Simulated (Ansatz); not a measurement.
System: fcc Yb. Method: PBE-D4 (Ansatz, a quantum-chemistry and plane-wave program, plane waves, PAW).

Output (set-up and result lines):

```
Crystal: 1 atoms, lattice volume = 34.057 Å³
Basis set: ecut = 520 eV, 941 PW (Γ), exchange–correlation on 60×60×60 points (8 copies of the dense FFT grid, shifted against one another)
Bands: 16, of which v1, the nominal top of the filled ones, is band 12 counted from 1 (11 counted from 0)
Symmetry: 48 space group operations
Space group: Fm-3m (ITA 225), of the structure as read, at distance tolerance 3.2e-5 Å
k-points: 195 of 5832
Functional: x = pbe(κ = 0.804, μ = 0.2195149727645171), c = pbe(β = 0.06672455060314922)
SCF iter   1: F=—  HF=-13795.240316 eV  |F-HF|=—  |Δ(HF+E_count)|=         —  Δρ=1.36e-2  dr2=5.11e-2
SCF iter   2: F=—  HF=-13795.231741 eV  |F-HF|=—  |Δ(HF+E_count)|=   8.58e-3  Δρ=4.54e-3  dr2=6.48e-3
  ...
SCF iter   9: F=—  HF=-13795.229769 eV  |F-HF|=—  |Δ(HF+E_count)|=   4.41e-9  Δρ=1.94e-6  dr2=1.08e-9
SCF iter  10: F=-13795.229769 eV  HF=-13795.229769 eV  |F-HF|=3.64e-12  |Δ(HF+E_count)|=  3.27e-11  Δρ=1.87e-7  dr2=1.37e-11
SCF 1 converged in 10 iterations: F = -13795.229769 eV  dr2 = 1.37e-11
SCF converged after 10 iterations
Free energy (F): -13795.229769 eV
Internal energy: -13795.218772 eV  (E = F + TS)
E sigma→0 (E₀):  -13795.224270 eV
Fermi energy:    11.350837 eV
--- Stress (GPa, compression-positive) ---
        0.000130      -0.000000      -0.000000
       -0.000000       0.000130      -0.000000
        0.000000       0.000000       0.000130
  P = ⅓ Tr σ = 0.0001 GPa (0.001 kbar)
```

Task: Write an input file that could have produced this run (the log leaves some choices open).

Result: This is not unique; one that fits is 
Ansatz 0.2 input:
```yaml
crystal:
  lattice:
    - [0.0, 2.5727208892, 2.5727208892]
    - [2.5727208892, 0.0, 2.5727208892]
    - [2.5727208892, 2.5727208892, 0.0]
  atoms:
    - { symbol: Yb, position: [0.0, 0.0, 0.0] }
basis:
  ecutwfc: 520
  ecutrho_ratio: 4
  xc_grid: 2
kpoints:
  mp_grid: { grid: [18, 18, 18] }
hamiltonian:
  xc: pbe
  dispersion: d4
  pseudopotentials: { kind: paw }
scf:
  occupations: { method: fermi_dirac, width: 0.05 }
  convergence: { dr2_threshold: 0.0000000001 }
output:
  forces: false
  stress: true
  eigenvalues: true
```
